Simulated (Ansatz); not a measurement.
Pressure series in hypothetical diamond Mg

Start from Mg in the diamond structure (space group Fd-3m, No. 227; a hypothetical phase, not in the database extracts checked).

```yaml
crystal:
  lattice:
    - [0.00000, 3.43566, 3.43566]
    - [3.43566, 0.00000, 3.43566]
    - [3.43566, 3.43566, 0.00000]
  atoms:
    - { symbol: Mg, position: [0.75000, 0.75000, 0.75000] }
    - { symbol: Mg, position: [0.50000, 0.50000, 0.50000] }
```

Cell and atoms are relaxed at each pressure.

Level of theory: Ansatz (a first-principles code) PBE, spin-orbit coupling left out.

```json
[
 {"pressure (GPa)": "-1", "volume per atom (Å³/atom)": "45.573"},
 {"pressure (GPa)": "0", "volume per atom (Å³/atom)": "40.554"},
 {"pressure (GPa)": "0.3", "volume per atom (Å³/atom)": "39.469"},
 {"pressure (GPa)": "0.7", "volume per atom (Å³/atom)": "38.236"},
 {"pressure (GPa)": "1.5", "volume per atom (Å³/atom)": "36.249"},
 {"pressure (GPa)": "3", "volume per atom (Å³/atom)": "?"},
 {"pressure (GPa)": "5", "volume per atom (Å³/atom)": "30.837"},
 {"pressure (GPa)": "7.5", "volume per atom (Å³/atom)": "28.523"},
 {"pressure (GPa)": "10", "volume per atom (Å³/atom)": "26.761"}
]
```

Question: Fit the third-order Birch–Murnaghan form P(V) = (3B₀/2)[(V₀/V)^(7/3) − (V₀/V)^(5/3)]·[1 + (3/4)(B₀′ − 4)((V₀/V)^(2/3) − 1)] (squares taken in P) to the rows shown and predict the withheld row.

Answer: Least squares on the printed values gives V₀ = 40.541 Å³/atom, B₀ = 10.8 GPa, B₀′ = 3.9; this predicts 33.458 Å³/atom, and the run gives 33.436 Å³/atom, 0.022 lower.

Load acts through the strain it causes; cell and atoms are relaxed under it. Whether these cells are dynamically stable was not tested. Competing high-pressure phases were not computed.
